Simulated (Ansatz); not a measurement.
The cell is made up: elements placed on another compound's structure type, so the phase may be hypothetical.

By PBEsol, the system below comes out a metal.

A figure of merit of an interconnect metal is its ballistic conductance per area.

Data:

```yaml
crystal:
  lattice:
    - [3.06579, 0.00000, 0.00000]
    - [-1.53290, 5.72033, 0.00000]
    - [0.00000, 0.00000, 3.11899]
  atoms:
    - { symbol: Al, position: [0.00000, 0.00000, 0.00000] }
    - { symbol: W, position: [0.35754, 0.71508, 0.50000] }
    - { symbol: W, position: [0.64246, 0.28492, 0.50000] }
    - { symbol: B, position: [0.20556, 0.41113, 0.00000] }
    - { symbol: B, position: [0.79444, 0.58887, 0.00000] }
```

Space group of this cell: Cmmm. The cell was relaxed by PBE-D3(BJ); by PBEsol its mean pressure is 1.1 GPa.

The current flows along the normal of the first two printed cell vectors. No spin-orbit coupling; the value is a mean over 0.1 eV about the Fermi level.

Q: State the ballistic conductance per area according to PBEsol (Ansatz, a quantum-chemistry and plane-wave program).

A: 1.0 × 10¹⁵ S/m² for both spins.
